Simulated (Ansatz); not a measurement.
Tunnelling through a barrier is set by its complex band structure: the current falls as exp(−2κd) with the smallest κ.

Given:

```xyz
3
Lattice="4.4023 0.0000 0.0000 -2.2011 3.8125 0.0000 2.2011 1.2708 3.5944" Properties=species:S:1:pos:R:3 pbc="T T T"
Ba     0.0000     0.0000     0.0000
F      2.2011     3.8125     2.6958
F      2.2011     1.2708     0.8986
```

The cell is taken as given; by r2SCAN it stands under a pressure of -0.9 GPa.

Transport runs along the normal of the first two printed cell vectors, the (111) plane of the conventional cell.

The gap is the functional's own, uncorrected, and κ follows it; spin-orbit coupling is left out. Mid-gap means the computed energy nearest the middle.

Problem. Compute, with Ansatz (a first-principles code) with r2SCAN, the band gap and the smallest decay constant κ at mid-gap.

Solution. Gap 7.35 eV on a 10×10×10 mesh; κ = 0.534 1/Å, at the zone centre.
